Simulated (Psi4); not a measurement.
Psi4 1.11, BP86/def2-svpd: Zn(Et)(OMe) (C[CH2][Zn][O]C), 13 atoms. The geometry is a generated start, not checked to be a minimum at this level.

```
Quantity                              Value
--------------------------  ---------------
task                                 energy
method                                 bp86
basis                             def2-svpd
memory                                 3 GB
maxiter                                 100
keys of the molecule block      symmetry c1
scf_type                       df (default)
e_convergence               1e-06 (default)
d_convergence               1e-06 (default)
dft_radial_points              75 (default)
dft_spherical_points          302 (default)
basis functions                         181
grid points                          280218
```

```xyz
13

Zn    -0.6464     0.6159     0.4147
C     -0.0134    -0.7694     1.7502
C      0.3882    -2.0595     1.0482
H     -0.7581    -0.9827     2.5117
H      0.8542    -0.3414     2.2478
H      1.1040    -1.8764     0.2487
H     -0.4757    -2.5694     0.6291
H      0.8568    -2.7325     1.7693
O     -0.0550     1.3138    -1.0871
C     -0.2788     2.1730    -2.1563
H     -0.6164     3.1648    -1.8272
H      0.6662     2.2971    -2.7017
H     -1.0257     1.7667    -2.8476
```

Charge 0 and multiplicity 1 are set for this test and not shown to be the ground state.

With the defaults (diis = true, scf_initial_accelerator = adiis, damping_percentage = 0, level_shift = 0, level_shift_cutoff = 0.01, soscf = false, soscf_start_convergence = 0.01, diis_max_vecs = 10, guess = auto, which took SAD) it converges in 13 SCF iterations. One run each on 2 threads, with these changes:
- level_shift = 0.1, level_shift_cutoff = 0.001
- scf_initial_accelerator = ediis
- soscf = true
- diis_max_vecs = 3
- diis = false, scf_initial_accelerator = none, damping_percentage = 60
- guess = gwh
- level_shift = 0.5, level_shift_cutoff = 0.001
- soscf = true, soscf_start_convergence = 0.001
- guess = modhuckel

Which runs fail or end elsewhere than the default run?

No convergence: diis = false, scf_initial_accelerator = none, damping_percentage = 60 (the run ends without SCF convergence in 100 iterations). The rest reach the solution of the defaults.

```
setting                                                                SCF iterations  JK calls             end
---------------------------------------------------------------------  --------------  --------  --------------
soscf = true, soscf_start_convergence = 0.001                                      10        21   same solution
level_shift = 0.1, level_shift_cutoff = 0.001                                      12        13   same solution
the defaults                                                                       13        14   same solution
level_shift = 0.5, level_shift_cutoff = 0.001                                      13        14   same solution
scf_initial_accelerator = ediis                                                    13        14   same solution
soscf = true                                                                       14        55   same solution
guess = modhuckel                                                                  14        39   same solution
guess = gwh                                                                        18        18   same solution
diis_max_vecs = 3                                                                  40        41   same solution
diis = false, scf_initial_accelerator = none, damping_percentage = 60             100       101  no convergence
```

An SOSCF iteration holds several JK calls; a Hückel guess adds calls on atoms. 1 further run of the study ended by our limits or in an error and is left out.
